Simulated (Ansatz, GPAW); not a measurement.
A GPAW input for a self-consistent single point of NaF (Fm-3m, 2 atoms in the cell) (DFT LDA (Perdew-Wang 92), plane waves, GPAW PAW datasets LDA (gpaw-data 1.0.1)):

```python
from ase import Atoms
from ase.units import GPa
from gpaw import GPAW, PW, FermiDirac

atoms = Atoms(['Na', 'F'],
              cell=[[0.000000, 2.315000, 2.315000],
                    [2.315000, 0.000000, 2.315000],
                    [2.315000, 2.315000, 0.000000]],
              positions=[[0.000000, 0.000000, 0.000000],
                         [2.315000, 2.315000, 2.315000]],
              pbc=True)

calc = GPAW(mode=PW(900),
            xc='LDA',
            kpts={'size': (6, 6, 6), 'gamma': True},
            occupations=FermiDirac(0.05),
            nbands=-6,
            convergence={'density': 1e-05, 'bands': -4},
            symmetry={'symmorphic': False, 'tolerance': 0.0005},
            maxiter=120)

atoms.calc = calc

energy = atoms.get_potential_energy()
print('Energy (eV):', round(energy, 6))
forces = atoms.get_forces()
print('Forces (eV/Ang):')
print(forces.round(5))
stress = atoms.get_stress()
print('Stress (GPa, Voigt):', (stress / GPa).round(4))
```

Q: Translate this input to Ansatz (a first-principles code).

A: This is the input that was run; spellings and numerical settings could be chosen otherwise.

Ansatz 0.2 input:
```yaml
crystal:
  lattice:
    - [0.000000, 2.315000, 2.315000]
    - [2.315000, 0.000000, 2.315000]
    - [2.315000, 2.315000, 0.000000]
  atoms:
    - { symbol: Na, position: [0.000000, 0.000000, 0.000000] }
    - { symbol: F, position: [0.500000, 0.500000, 0.500000] }
basis:
  ecutwfc: 420.0
kpoints:
  mp_grid: { grid: [6, 6, 6] }
hamiltonian:
  xc: lda
  pseudopotentials: { kind: paw }
scf:
  occupations: { method: fermi_dirac, width: 0.05 }
output:
  forces: true
  eigenvalues: true
  stress: true
```

Basis, cutoffs, solver keys and any potentials are the target program's own. This input uses DFT, LDA (PW92), plane waves, default PAW files made with PBE. LDA parametrisations can differ slightly between programs. Both were run: gap on the mesh 5.980 eV in GPAW and 5.991 in Ansatz.

On Ansatz: the starting cell has typed, rounded lattice constants, without a prior relaxation at this level. With a pressure of about -4 GPa the cell is away from its equilibrium volume at this level.

On GPAW: the starting cell has typed, rounded lattice constants, without a prior relaxation at this level.
